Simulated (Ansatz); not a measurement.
Seebeck coefficient (μV/K, mean over directions) of n-type monolayer SnSe2 against carrier density, PBE, rigid bands (Ansatz, a quantum-chemistry and plane-wave program). Computed gap 0.79 eV; densities at which minority carriers matter at this gap, or further valleys turn the trend, are left out. Conductivity mass 0.34 mₑ (harmonic mean over directions), N_c = 1.3e13 cm⁻² at 300 K.

```json
[
 {"electron density": "1.9e11 cm⁻²", "300 K": "-534", "500 K": "-577"},
 {"electron density": "5.7e11 cm⁻²", "300 K": "(withheld)", "500 K": "-483"},
 {"electron density": "1.9e12 cm⁻²", "300 K": "-336", "500 K": "(withheld)"},
 {"electron density": "5.7e12 cm⁻²", "300 K": "-241", "500 K": "-284"},
 {"electron density": "1.9e13 cm⁻²", "300 K": "-140", "500 K": "-181"},
 {"electron density": "5.7e13 cm⁻²", "300 K": "-61", "500 K": "-93"},
 {"electron density": "1.9e14 cm⁻²", "300 K": "(withheld)", "500 K": "-28"}
]
```

Q: Some entries are withheld; supply them.

A: 
- 5.7e11 cm⁻², 300 K: -439
- 1.9e12 cm⁻², 500 K: -379
- 1.9e14 cm⁻², 300 K: -17

Rigid bands with a gap fixed in temperature, one relaxation time for all states, no polarons or phonon drag, and whether or not such doping can be reached. Spin-orbit coupling is left out.

Model free-standing layer, not matched to a measured one here: monolayer SnSe2.
